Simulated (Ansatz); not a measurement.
Base system: Si in the diamond structure (space group Fd-3m, No. 227; a = 5.4338 Å).

The values are results of Ansatz (a first-principles code) PBEsol, no spin-orbit coupling, not measurements.

Strains are applied to the cell and any free atomic positions relax.

One change was made to it. Results:

| quantity | base | after |
|---|---|---|
| pressure | -0.01 GPa | 6.45 GPa |
| energy relative to the base (free energy F) | 0 meV/atom | +22 meV/atom |
| hole mass (degenerate bands, along [100]) | 0.17, 0.26, 0.26 mₑ (at Γ) | 0.19, 0.25, 0.25 mₑ (at Γ) |

Task: Which change produced these results?
A) isotropic strain −2.50 %
B) isotropic strain −3.00 %
C) isotropic strain +3.00 %
D) isotropic strain −2.00 %

Result: D, isotropic strain −2.00 %. For comparison, the energy relative to the base in the other runs: isotropic strain +3.00 % gives +43 meV/atom; isotropic strain −2.50 % gives +36 meV/atom; isotropic strain −3.00 % gives +52 meV/atom.

The levels and masses belong to the bands next to the band gap. Effective masses come from finite differences of ±0.01 Å⁻¹. Stability against distortions was not tested.
